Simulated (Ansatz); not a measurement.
## Effect of uniaxial strain ε_zz = +3.00 % on PtSe2

Start from PtSe$_{2}$ in the CdI2 type structure (space group P-3m1, No. 164; a = 3.772 Å, c = 4.821 Å; layered; relaxed with 0.1 eV smearing). Axes: x lies along a and z along c of the hexagonal cell.

Now apply this change: uniaxial strain ε_zz = +3.00 %, all other strain components held at zero, atoms relaxed at fixed cell.

All numbers come from DFT with PBE-D3(BJ), PAW potentials and a 420 eV plane-wave cutoff in Ansatz (a quantum-chemistry and plane-wave program), scalar-relativistic without spin-orbit coupling. Settings: 18×18×12 k-points, 0.1 eV Fermi–Dirac smearing.

| quantity | base | changed | shift |
|---|---|---|---|
| volume per atom | 19.80 Å³ | 20.40 Å³ | +0.594 Å³ |
| space group | P-3m1 (No. 164) | P-3m1 (No. 164) | – |
| shortest interatomic distance | 4.774 bohr | 4.782 bohr | +0.008 bohr |
| energy relative to the base (free energy F) | 0 meV/atom | +3.0 meV/atom | +3.0 meV/atom |
| pressure (mean of the normal stresses, compression positive) | 0.0 GPa | -1.2 GPa | -1.2 GPa |
| band gap | zero | zero | – |
| largest internal atomic displacement | – | 0.030 Å | – |
| stress (xx, yy, zz, yz, xz, xy; compression positive) | – | (-1.1, -1.1, -1.5, 0.0, 0.0, 0.0) GPa | – |

Whether these cells are dynamically stable was not tested. The final runs are not spin-polarised. The zero or small gap of PtSe2 can change with the level of theory.
